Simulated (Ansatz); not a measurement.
A computed series for Al: response to strain

Start from Al in the fcc (Cu type) structure (space group Fm-3m, No. 225; a = 3.994 Å; relaxed with 0.1 eV smearing). Axes: x, y, z lie along the cube axes.

Strains are applied to the cell and any free atomic positions relax; under biaxial strain the out-of-plane vector relaxes too; under stress the whole cell relaxes.

Method: r2SCAN/PAW in Ansatz (a program for electronic structure), scalar-relativistic without spin-orbit coupling.

Candidates:
(a) biaxial strain +0.94 %, plane normal [001], relaxed out of plane
(b) uniaxial stress, 2 GPa compression along x
(c) biaxial strain −0.47 %, plane normal [001], relaxed out of plane
(d) isotropic strain +5.94 %

Notes on the quantities. energy relative to the base: free energy F.

Problem. Order them by energy relative to the base, lowest first.

Solution. (c) biaxial strain −0.47 %, plane normal [001], relaxed out of plane (+0.3 meV/atom), (a) biaxial strain +0.94 %, plane normal [001], relaxed out of plane (+1.1 meV/atom), (b) uniaxial stress, 2 GPa compression along x (+1.9 meV/atom), (d) isotropic strain +5.94 % (+118 meV/atom)

Beyond what the load breaks, stability against distortions was not tested.
